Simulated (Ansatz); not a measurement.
The starting structures come from a database of crystals and need not be the phases stable at ambient conditions.

By PBEsol, the system below comes out a metal.

Input:

```
CELL_PARAMETERS angstrom
      3.17006     0.00000     0.00000
     -1.58503     2.74536     0.00000
      0.00000     0.00000     3.11863
ATOMIC_POSITIONS crystal
  Mo 0.00000 0.00000 0.00000
  P  0.33333 0.66667 0.50000
```

Space group of this cell: P-6m2. The cell is strained (all lengths scaled by 0.98); by PBEsol its mean pressure is 10.9 GPa.

The current flows along the normal of the first two printed cell vectors, the (001) plane of the conventional cell. No spin-orbit coupling; the value is a mean over 0.1 eV about the Fermi level.

Problem. Predict the ballistic conductance per area from Ansatz (a first-principles code) with PBEsol.

Solution. 0.79 × 10¹⁵ S/m² for both spins.
